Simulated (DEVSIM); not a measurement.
Device: Schottky contact on p-type Ge, at 300 K.

Layer 1 from the left is Ge, thickness (μm) 2.70, Na (cm⁻³) 1.5e16, τn (s) 2.5e-5, τp (s) 2.5e-5. Layer 2 from the left is Ge, thickness (μm) 5.60, Na (cm⁻³) 1e18, τn (s) 2.5e-5, τp (s) 2.5e-5.

Left contact: Schottky, work function 4.314 eV, emission velocity 1.9e6 cm/s. Right contact: ohmic. Voltage is applied to the left contact. Recombination: SRH at mid-gap, radiative, Auger. Mobility is μmin + (μ − μmin)/(1 + (N/Nref)^α).

This is a model device: material constants are rounded textbook-type values typed into the input, and sizes, dopings and lifetimes were drawn at random. Values at 300 K.

Ge: gap (eV) 0.664, affinity (eV) 4, permittivity 16, Nc (cm⁻³) 1.04e19, Nv (cm⁻³) 6e18, μn (cm²/Vs) 3900, μp (cm²/Vs) 1900, μn,min 150, μp,min 100, Nref,n 2.6e17, Nref,p 4e17, αn 0.56, αp 0.6, B (cm³/s) 6.4e-14, Cn (cm⁶/s) 1e-31, Cp (cm⁶/s) 1e-31.

DEVSIM, 1D drift-diffusion, Boltzmann statistics, complete ionisation; no tunnelling, impact ionisation, image-force lowering or self-heating. Metal contacts follow the ideal Schottky-Mott rule: no Fermi-level pinning, no interface dipoles.

Problem. What does the simulation give for the potential step across the device at zero bias, the dark forward voltage at 100 A/cm²?

Solution. potential step across the device at zero bias 0.304 V; dark forward voltage at 100 A/cm² 0.107 V.
